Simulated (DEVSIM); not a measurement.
Device: Schottky contact on n-type Si, at 300 K.

Layer 1 from the left is Si, thickness (μm) 4.90, Nd (cm⁻³) 3e16, τn (s) 2.9e-5, τp (s) 2.9e-5.

Left contact: Schottky, work function 4.64 eV, emission velocity 6.6e6 cm/s. Right contact: ohmic. Voltage is applied to the left contact. Recombination: SRH at mid-gap. Mobility is μmin + (μ − μmin)/(1 + (N/Nref)^α).

This is a model device: material constants are rounded textbook-type values typed into the input, and sizes, dopings and lifetimes were drawn at random. Values at 300 K.

Si: gap (eV) 1.124, affinity (eV) 4.05, permittivity 11.7, Nc (cm⁻³) 2.86e19, Nv (cm⁻³) 3.1e19, μn (cm²/Vs) 1417, μp (cm²/Vs) 470, μn,min 52, μp,min 45, Nref,n 9.7e16, Nref,p 2.2e17, αn 0.68, αp 0.72.

### Question
Estimate by hand the built-in potential, the peak field at zero bias, the capacitance at -0.6 V, and compare with a numerical solution.

### Answer

- Built-in potential: barrier φB = 0.590 eV; Vbi = φB − kT/q ln(N_band/N) = 0.413 V; numerical 0.413 V.
- Peak field at zero bias: depletion approximation: W = √(2εVbi/(qN)) = 0.133 μm with N = 3.00e16 cm⁻³; field = 2Vbi/W = 61900 V/cm; numerical 59700 V/cm (estimate above by 3.7 %).
- Capacitance at -0.6 V: C = √(qεN / 2(Vbi + |V|)) = 49.6 nF/cm²; numerical 50.2 nF/cm² (estimate below by 1.3 %).

Model (solved in DEVSIM): 1D drift-diffusion, Boltzmann statistics, complete ionisation; no tunnelling, impact ionisation, image-force lowering or self-heating. Metal contacts follow the ideal Schottky-Mott rule: no Fermi-level pinning, no interface dipoles.
